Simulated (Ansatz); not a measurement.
**A self-consistent single point of Pb (P-3m1, 2 atoms in the cell) with Ansatz (a quantum-chemistry and plane-wave program)**

Method: PBEsol, default PAW files made with PBE (plane waves; Ansatz).

This input was run:

Ansatz 0.2 input:
```yaml
crystal:
  lattice:
    - [3.454232, 0.000000, 0.000000]
    - [-1.727116, 2.991453, 0.000000]
    - [0.000000, 0.000000, 5.967403]
  atoms:
    - { symbol: Pb, position: [0.333333, 0.666667, 0.258379] }
    - { symbol: Pb, position: [0.666667, 0.333333, 0.750000] }
basis:
  ecutwfc: 420.0 eV
kpoints:
  mp_grid: { grid: [11, 11, 6] }
hamiltonian:
  xc: pbesol
  pseudopotentials: { kind: paw }
scf:
  occupations: { method: gaussian, width: 0.1 eV }
output:
  forces: true
  eigenvalues: true
  stress: true
```

The program printed (abridged):

```
WARN the atoms were moved onto the symmetric positions of the space group found under crystal.symmetry.tolerance 1.0e-5 (fractional …
WARN ansatz: RAYON_NUM_THREADS=1 ignored (pool sized by the plan → 1); use --threads N
Pseudopotentials: kind: paw
Pseudopotential: Pb, paw, valence charge 14
Crystal: 2 atoms, lattice volume = 61.662 Å³
Basis set: ecut = 420 eV, 1159 PW (Γ), exchange–correlation on 48×48×80 points (8 copies of the dense FFT grid, shifted against one another)
Bands: 18, of which v1, the nominal top of the filled ones, is band 14 counted from 1 (13 counted from 0)
Symmetry: 12 space group operations
Space group: P-3m1 (ITA 164), of the structure as read, at distance tolerance 4.0e-5 Å
k-points: 84 of 726
PAW frozen core: Pb, regenerated for the run's functional, and the local potential with it
Initial density: superposition of atomic densities (neutral atoms: chi_scale 0, normalization atom), corrected by the library's trained network
Initial wavefunctions: pseudopotential atomic-orbital guess
Eigensolver: davidson
Functional: x = pbesol(κ = 0.804, μ = 0.12345679012345678), c = pbesol(β = 0.046)
SCF iter   1: F=—  HF=-23509.853439 eV  |F-HF|=—  |Δ(HF+E_count)|=         —  Δρ=1.80e-3  dr2=2.05e-3  ethr=1.77e-3  ⟨swp⟩=6.1  Hψ=6995  notcnv=0
all-band conjugate gradients solve this SCF's bands
preconditioner: auto → Kerker (q_TF=auto, 2.392 Å⁻¹)
SCF iter   2: F=—  HF=-23509.851018 eV  |F-HF|=—  |Δ(HF+E_count)|=   2.42e-3  Δρ=1.11e-3  dr2=8.63e-4  ethr=7.31e-6  ⟨swp⟩=2.8  Hψ=3420  notcnv=0
SCF iter   3: F=—  HF=-23509.850734 eV  |F-HF|=—  |Δ(HF+E_count)|=   2.85e-4  Δρ=4.83e-4  dr2=9.46e-5  ethr=3.08e-6  ⟨swp⟩=2.0  Hψ=2656  notcnv=0
SCF iter   4: F=—  HF=-23509.850703 eV  |F-HF|=—  |Δ(HF+E_count)|=   3.02e-5  Δρ=1.66e-4  dr2=2.22e-5  ethr=3.38e-7  ⟨swp⟩=2.0  Hψ=2649  notcnv=0
SCF iter   5: F=—  HF=-23509.850696 eV  |F-HF|=—  |Δ(HF+E_count)|=   6.87e-6  Δρ=6.69e-5  dr2=4.05e-6  ethr=7.91e-8  ⟨swp⟩=2.0  Hψ=2661  notcnv=0
SCF iter   6: F=—  HF=-23509.850695 eV  |F-HF|=—  |Δ(HF+E_count)|=   1.35e-6  Δρ=1.08e-5  dr2=1.51e-7  ethr=1.45e-8  ⟨swp⟩=2.2  Hψ=2569  notcnv=0
SCF iter   7: F=-23509.850695 eV  HF=-23509.850695 eV  |F-HF|=5.51e-9  |Δ(HF+E_count)|=   4.58e-8  Δρ=2.03e-6  dr2=7.46e-9  ethr=3.57e-10  ⟨swp⟩=6.5  Hψ=6891  notcnv=0
SCF 1 converged in 7 iterations: F = -23509.850695 eV  dr2 = 7.46e-9
SCF converged after 7 iterations
Free energy (F): -23509.850695 eV
Harris-Foulkes:  -23509.850695 eV  (|F-HF|=5.51e-9)
Internal energy: -23509.847087 eV  (E = F + TS)
E sigma→0 (E₀):  -23509.848891 eV
Entropy (-TS):   -0.003608 eV (-1.804 meV/atom)
Fermi energy:    10.492931 eV
--- Per-component energies (eV) ---
  E_band       = -83.890793
  E_kinetic    = 577.726446
  E_local      = -2059.397358  (includes V_loc(G=0)·N_el)
  E_nonlocal   = 703.328949
  E_hartree    = 815.346609
  E_xc         = -437.814605
  E_vxc        = -265.237597  (∫ρ·V_xc dr)
  E_paw        = -20511.433896  (= ΣΔE_a)
  E_vpaw       = -671.003041  (= ΣTr[D̂ρ^β])
  E_aug_tail   = 0.000095  (compensation charges beyond the density's cutoff)
  E_ewald      = -2597.727559
  E_core_change = 0.124233  (= ΣΔE_core)
  E_smearing   = -0.003608  (= −TS)
  E_closure    = 0.000000  (closes the sum)
  Σ components = -23509.850695   (vs F -23509.850695, Δ=0.00e0)
--- Forces (eV/Å), atoms counted from 1 ---
  atom   1  Pb     0.00000000     0.00000000    -0.07304274
  atom   2  Pb     0.00000000    -0.00000000     0.07304274
  max |Σ_I F_I| component: 1.39e-17 eV/Å
--- Stress (GPa, compression-positive) ---
       -0.400004       0.000000       0.000000
        0.000000      -0.400004       0.000000
        0.000000       0.000000      -3.454397
  P = ⅓ Tr σ = -1.4181 GPa (-14.181 kbar)
  The stress holds the Pulay correction. Without it, at fixed plane waves, as pw.x and ABINIT print it: P = -1.4373 GPa
--- Band table (eV; the first three rows and the last of 84) ---
  k-point 0: bands = ["-6.5011", "-6.4982", "-6.4566", "-6.4566", "-6.4409", "-6.4409", "-6.3429", "-6.3429", "-6.2198", "-6.2198", "-1.1248", "1.9590", "6.2970", "16.6398", "16.6398", "16.8930", "18.1997", "18.1997"]
  k-point 1: bands = ["-6.5010", "-6.4959", "-6.4596", "-6.4596", "-6.4443", "-6.4443", "-6.3308", "-6.3308", "-6.2255", "-6.2255", "-1.0056", "1.5383", "6.9809", "15.3888", "16.7317", "16.7317", "18.0871", "18.0871"]
  k-point 2: bands = ["-6.4999", "-6.4922", "-6.4628", "-6.4628", "-6.4524", "-6.4524", "-6.3028", "-6.3028", "-6.2423", "-6.2423", "-0.6509", "0.7254", "8.5801", "12.9766", "16.9908", "16.9908", "17.7821", "17.7821"]
  k-point 83: bands = ["-6.4823", "-6.4775", "-6.4063", "-6.3852", "-6.3711", "-6.3571", "-6.2887", "-6.2866", "-6.2125", "-6.2113", "3.5405", "3.5842", "7.9444", "8.0008", "9.4386", "9.5920", "14.7975", "14.8369"]
```

The run converged in 7 iterations.

The starting cell comes from a database of computed structures (which also holds hypothetical and non-ambient phases and stackings), without a prior relaxation at this level. Its lattice was rescaled by up to half a per cent. One atom was moved a little off its site on purpose. Spin-orbit coupling is off. Ansatz's pressure includes its estimate of the finite-basis (Pulay) stress.
